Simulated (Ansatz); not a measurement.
The reference is RuP2 (space group Pnnm, No. 58; a = 5.103 Å, b = 5.869 Å, c = 2.862 Å).

The change: cell and atoms relaxed at a pressure of 0.3 GPa.

Levels (all Ansatz, a quantum-chemistry and plane-wave program, PAW): PBEsol (420 eV, no spin-orbit coupling); PBEsol+SOC (420 eV, with spin-orbit coupling).

The geometry is relaxed with PBEsol.

PBEsol electron mass: 0.39 mₑ along a, 1.5 mₑ along b, 0.68 mₑ along c (off the special points)
PBEsol band gap: 0.47 eV

With PBEsol+SOC at the same geometry, the hole mass is 0.30 mₑ along a, 0.16 mₑ along b, 0.46 mₑ along c (at T); the electron mass changes from 0.39 mₑ along a, 1.5 mₑ along b, 0.68 mₑ along c (off the special points) to 0.39 mₑ along a, 1.6 mₑ along b, 0.69 mₑ along c (off the special points); the band gap stays essentially unchanged (0.47 eV against 0.46 eV).

Single points use the geometry relaxed with PBEsol. The spin-orbit shifts are approximate. Load acts through the strain it causes; cell and atoms are relaxed under it. Masses are band curvatures over ±0.01 Å⁻¹ around the edge. Stability against distortions was not tested.
